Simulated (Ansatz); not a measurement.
A self-consistent single point of CsMnCl₃ (R-3m, 15 atoms in the cell) with Ansatz (an electronic-structure program).

Level of theory: LDA (PW92), default PAW files made with PBE (plane waves; Ansatz).

The change in words: lattice scaled by 0.985. Reference geometry:
```yaml
crystal:
  lattice:
    - [3.64500, 2.10444, 9.10567]
    - [-3.64500, 2.10444, 9.10567]
    - [0.00000, -4.20888, 9.10567]
  atoms:
    - { symbol: Cs, position: [0.21850, 0.21850, 0.21850] }
    - { symbol: Cs, position: [0.78150, 0.78150, 0.78150] }
    - { symbol: Cl, position: [0.71540, 0.24260, 0.71540] }
    - { symbol: Cl, position: [0.71540, 0.71540, 0.24260] }
    - { symbol: Cl, position: [0.24260, 0.71540, 0.71540] }
    - { symbol: Cl, position: [0.28460, 0.75740, 0.28460] }
    - { symbol: Cl, position: [0.75740, 0.28460, 0.28460] }
    - { symbol: Cl, position: [0.28460, 0.28460, 0.75740] }
    - { symbol: Cs, position: [0.00000, 0.00000, 0.00000] }
    - { symbol: Mn, position: [0.38360, 0.38360, 0.38360], spin: 4.0 }
    - { symbol: Mn, position: [0.61640, 0.61640, 0.61640], spin: 4.0 }
    - { symbol: Mn, position: [0.50000, 0.50000, 0.50000], spin: 4.0 }
    - { symbol: Cl, position: [0.50000, 0.50000, 0.00000] }
    - { symbol: Cl, position: [0.00000, 0.50000, 0.50000] }
    - { symbol: Cl, position: [0.50000, 0.00000, 0.50000] }
```
(The spins are starting values, not results.)

Reference input (self-consistent single point, DFT, LDA (PW92), plane waves, default PAW files made with PBE): basis.ecutwfc = 420 eV; kpoints.mp_grid.grid = 3 3 3; hamiltonian.xc = lda; hamiltonian.pseudopotentials = {kind: paw} (the program's default PAW files); magnetization.spin_polarized = true; scf.occupations.method = gaussian; scf.occupations.width = 0.2 eV. This run's input differs from it in these lines:

```diff
@@ -2,5 +2,5 @@
   lattice:
-    - [3.64500000, 2.10444200, 9.10566700]
-    - [-3.64500000, 2.10444200, 9.10566700]
-    - [0.00000000, -4.20888300, 9.10566700]
+    - [3.59032500, 2.07287500, 8.96908200]
+    - [-3.59032500, 2.07287500, 8.96908200]
+    - [0.00000000, -4.14575000, 8.96908200]
   atoms:
```

The program printed (abridged):

```
SCF iter   1: F=—  HF=-37462.587947 eV  |F-HF|=—  |Δ(HF+E_count)|=         —  Δρ=6.88e-2 (↑6.88e-2 ↓3.99e-2)  dr2=5.60e1  dr2_m=1.37e0  M=13.843 μB ∫|m|=13.843 μB  β_m=0.30  ethr=3.10e-3  ⟨swp⟩=8.0  Hψ=4511  notcnv=0  defer=5
Mixer restart at iter 1: flushing history
all-band conjugate gradients solve this SCF's bands
preconditioner: auto → Kerker (q_TF=auto, 2.276 Å⁻¹)
   [... lines left out ...]
SCF iter  15: F=—  HF=-37455.755534 eV  |F-HF|=—  |Δ(HF+E_count)|=   6.34e-8  Δρ=1.44e-6 (↑1.44e-6 ↓1.15e-6)  dr2=4.69e-8  dr2_m=7.80e-10  M=14.998 μB ∫|m|=15.000 μB  β_m=0.95  ethr=4.03e-10  ⟨swp⟩=2.1  Hψ=1799  notcnv=0  defer=130
SCF iter  16: F=-37455.755534 eV  HF=-37455.755534 eV  |F-HF|=3.31e-9  |Δ(HF+E_count)|=  9.39e-10  Δρ=4.54e-7 (↑4.44e-7 ↓4.54e-7)  dr2=5.84e-9  dr2_m=6.71e-11  M=14.998 μB ∫|m|=15.000 μB  ethr=3.47e-11  ⟨swp⟩=12.0  Hψ=5745  notcnv=0
SCF 1 converged in 16 iterations: F = -37455.755534 eV  dr2 = 5.84e-9
WARN: an SCF from ferrimagnetic starting moments (0.00, 0.00, 0.00, 0.00, 0.00, 0.00, 0.00, 0.00, 0.00, -4.45, 4.45, 4.44, 0.00, 0.00, 0.00 Bohr magnetons, …
Magnetization: 14.9985 μB (74.9992 up, 60.0008 down)
   [... lines left out ...]
Absolute magnetization: 15.0000 μB (∫|ρ↑−ρ↓|, with the PAW one-centre terms)
Free energy (F): -37455.755534 eV
Fermi energy:    5.748864 eV
   [... lines left out ...]
  atom  15  Cl     0.00000000    -0.00000000    -0.00000000
--- Stress (GPa, compression-positive) ---
       -1.756778       0.000000       0.000000
        0.000000      -1.756778      -0.000000
       -0.000000      -0.000000      -1.962039
  P = ⅓ Tr σ = -1.8252 GPa (-18.252 kbar)
  The stress holds the Pulay correction. Without it, at fixed plane waves, as pw.x and ABINIT print it: P = -1.8328 GPa
```

The run converged in 16 iterations. Against the reference run the free energy goes down by 19.5 meV/atom, the pressure goes from -3.15 to -1.83 GPa, the largest force goes from 0.395 to 0.155 eV/Å and the size of the net moment stays at 1.00 μB/atom.

The starting cell comes from a database of published, mostly measured structures (it also holds non-ambient and calculated ones), without a prior relaxation at this level. For this run, on top of that: lattice scaled by 0.985. The magnetic order is the one reached from the typed start; others were not searched systematically. The program warned that, by what it read of turns of the moments, another magnetic order lies lower. Ansatz's pressure includes its estimate of the finite-basis (Pulay) stress.

Cost on one core of a shared machine: roughly 40 s.

Keys are those of Ansatz 0.2.
